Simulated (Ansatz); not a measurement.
The starting structures come from a database of crystals and need not be the phases stable at ambient conditions.

By PBEsol, the system below comes out a metal.

The ballistic (Sharvin) conductance counts the channels at the Fermi level: G/A = (e²/h) × channels of both spins per area.

Input:

```xyz
2
Lattice="2.6751 0.0000 0.0000 0.0000 5.2695 0.0000 0.0000 0.0000 2.9068" Properties=species:S:1:pos:R:3 pbc="T T T"
Ga     0.0000     2.6347     1.8876
As     0.0000     0.0000     0.0018
```

Space group of this cell: Pmm2. The cell is strained (lengths along the current scaled by 1.03, ions clamped); by PBEsol its mean pressure is -5.1 GPa.

The current flows along the normal of the first two printed cell vectors. No spin-orbit coupling; the value is a mean over 0.1 eV about the Fermi level.

Q: Predict the ballistic conductance per area from PBEsol (Ansatz, a first-principles code).

A: 0.97 × 10¹⁵ S/m² for both spins.
